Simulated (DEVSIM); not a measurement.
Structure: Si n-i-p diode, at 350 K.

| layer (left to right) | material | thickness (μm) | Nd (cm⁻³) | Na (cm⁻³) | τn (s) | τp (s) |
|---|---|---|---|---|---|---|
| 1 | Si | 0.860 | 1.3e19 | - | 0.00048 | 0.00048 |
| 2 | Si | 0.620 | - | 4.7e12 | 0.00048 | 0.00048 |
| 3 | Si | 0.550 | - | 4.7e18 | 0.00048 | 0.00048 |

Left contact: ohmic. Right contact: ohmic. Voltage is applied to the left contact. Recombination: SRH at mid-gap, radiative. Mobility is constant in doping. Where it depends on doping, it is μmin + (μ − μmin)/(1 + (N/Nref)^α).

This is a model device: material constants are rounded textbook-type values typed into the input, and sizes, dopings and lifetimes were drawn at random. Values at 300 K; Nc and Nv go as T^1.5, mobilities as T to minus their exponent, the gap by Varshni's rule with the affinity fixed. The table also holds parameters that only a changed run uses.

```
parameter               Si
----------------  --------
gap (eV)             1.124
affinity (eV)         4.05
permittivity          11.7
Nc (cm⁻³)          2.86e19
Nv (cm⁻³)           3.1e19
μn (cm²/Vs)           1417
μp (cm²/Vs)            470
μn,min                  52
μp,min                  45
Nref,n              9.7e16
Nref,p              2.2e17
αn                    0.68
αp                    0.72
T exponent of μn       2.3
T exponent of μp       2.2
B (cm³/s)          4.7e-15
Cn (cm⁶/s)         2.8e-31
Cp (cm⁶/s)         9.9e-32
Varshni α (eV/K)  0.000473
Varshni β (K)          636
```

DEVSIM, 1D drift-diffusion, Boltzmann statistics, complete ionisation; no tunnelling, impact ionisation, image-force lowering or self-heating.

Base results: dark forward voltage at 100 A/cm² (V) 0.733; potential step across the device at zero bias (V) 1.016; dark forward voltage at 1 A/cm² (V) 0.593.

Q: What follows from this one change: doping Nd of layer 1 1.3e+19 → 3.9e+17 cm^-3?

A: dark forward voltage at 100 A/cm² 0.733 → 0.698 V; potential step across the device at zero bias 1.016 → 0.910 V; dark forward voltage at 1 A/cm² 0.593 → 0.557 V.

Q: What follows from this one change: doping Na of layer 3 4.7e+18 → 1.4e+19 cm^-3?

A: dark forward voltage at 100 A/cm² 0.733 → 0.761 V; potential step across the device at zero bias 1.016 → 1.049 V; dark forward voltage at 1 A/cm² 0.593 → 0.622 V.

Q: What follows from this one change: doping-dependent mobility in place of the constant one?

A: dark forward voltage at 100 A/cm² 0.733 → 0.796 V; potential step across the device at zero bias little changed (1.016 V); dark forward voltage at 1 A/cm² 0.593 → 0.657 V.
